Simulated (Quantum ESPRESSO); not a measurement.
Worked example: self-consistent single point of IrO2 (P4_2/mnm, 6 atoms in the cell) in Quantum ESPRESSO.

Method of the run: PBE-D3(0), GBRV 1.5 ultrasoft (PBE) pseudopotentials (plane waves; Quantum ESPRESSO 7.5).

```yaml
crystal:
  lattice:
    - [4.53324, 0.00000, 0.00000]
    - [0.00000, 4.53324, 0.00000]
    - [0.00000, 0.00000, 3.19641]
  atoms:
    - { symbol: Ir, position: [0.50000, 0.50000, 0.50000] }
    - { symbol: Ir, position: [0.00000, 0.00000, 0.00000] }
    - { symbol: O, position: [0.69134, 0.69134, 0.00000] }
    - { symbol: O, position: [0.30866, 0.30866, 0.00000] }
    - { symbol: O, position: [0.80866, 0.19134, 0.50000] }
    - { symbol: O, position: [0.19134, 0.80866, 0.50000] }
```

Reference input (self-consistent single point, DFT, PBE, plane waves, GBRV 1.5 ultrasoft (PBE) pseudopotentials): ecutwfc = 40 Ry; ecutrho = 320 Ry; occupations = smearing; smearing = gaussian; degauss = 0.0036749 Ry; potentials = {Ir: ir_pbe_v1.2.uspp.F.UPF, O: o_pbe_v1.2.uspp.F.UPF}; K_POINTS = automatic 6 6 8 0 0 0; conv_thr = 1e-09 Ry. This run's input differs from it in these lines:

```diff
@@ -19,2 +19,5 @@
  degauss = 0.0036749
+ vdw_corr = 'grimme-d3'
+ dftd3_version = 3
+ dftd3_threebody = .false.
 /
```

Output (repeated stretches shortened):

```
     Self-consistent Calculation

     iteration #  1     ecut=    40.00 Ry     beta= 0.70

     negative rho (up, down):  6.099E-01 0.000E+00

     total energy              =    -490.36320175 Ry
     estimated scf accuracy    <       4.20926990 Ry

     iteration #  2     ecut=    40.00 Ry     beta= 0.70

     negative rho (up, down):  6.672E-01 0.000E+00

     total energy              =    -490.11524248 Ry
     estimated scf accuracy    <      13.65538574 Ry

     iteration #  3     ecut=    40.00 Ry     beta= 0.70

     negative rho (up, down):  6.464E-01 0.000E+00

     total energy              =    -492.60681637 Ry
     estimated scf accuracy    <       0.09749309 Ry

   [... 6 blocks of this kind left out ...]

     iteration # 10     ecut=    40.00 Ry     beta= 0.70

     negative rho (up, down):  6.489E-01 0.000E+00

     total energy              =    -492.62318646 Ry
     estimated scf accuracy    <          5.9E-09 Ry

     iteration # 11     ecut=    40.00 Ry     beta= 0.70

     negative rho (up, down):  6.489E-01 0.000E+00
     End of self-consistent calculation

     the Fermi energy is    13.4565 ev

!    total energy              =    -492.62318646 Ry
     estimated scf accuracy    <          1.1E-10 Ry
     smearing contrib. (-TS)   =      -0.00030545 Ry
     internal energy E=F+TS    =    -492.62288101 Ry

     DFT-D3 Dispersion         =      -0.10369434 Ry

     convergence has been achieved in  11 iterations

     negative rho (up, down):  6.489E-01 0.000E+00

     Forces acting on atoms (cartesian axes, Ry/au):

     atom    1 type  1   force =     0.00000000    0.00000000   -0.00000000
     atom    2 type  1   force =     0.00000000    0.00000000    0.00000000
     atom    3 type  2   force =    -0.00012029   -0.00012029   -0.00000000
     atom    4 type  2   force =     0.00012029    0.00012029   -0.00000000
   [... lines left out ...]
     Total force =     0.000340     Total SCF correction =     0.000002
   [... lines left out ...]

     negative rho (up, down):  6.489E-01 0.000E+00
          total   stress  (Ry/bohr**3)                   (kbar)     P=      -39.43
  -0.00022418   0.00000000   0.00000000          -32.98        0.00        0.00
   0.00000000  -0.00022418   0.00000000            0.00      -32.98        0.00
   0.00000000   0.00000000  -0.00035568            0.00        0.00      -52.32

   JOB DONE.
```

The run converged in 11 iterations. Against the reference run the pressure goes from -1.41 to -3.94 GPa and the largest force goes from 0.016 to 0.004 eV/Å.

The starting cell comes from a database of computed structures (which also holds hypothetical and non-ambient phases and stackings), without a prior relaxation at this level. Its lattice was rescaled by a random factor within 2.5 % of one. Spin polarisation is off. With a pressure of about -4 GPa the cell is away from its equilibrium volume at this level.

Cost on one core of a shared machine: roughly 30 s.
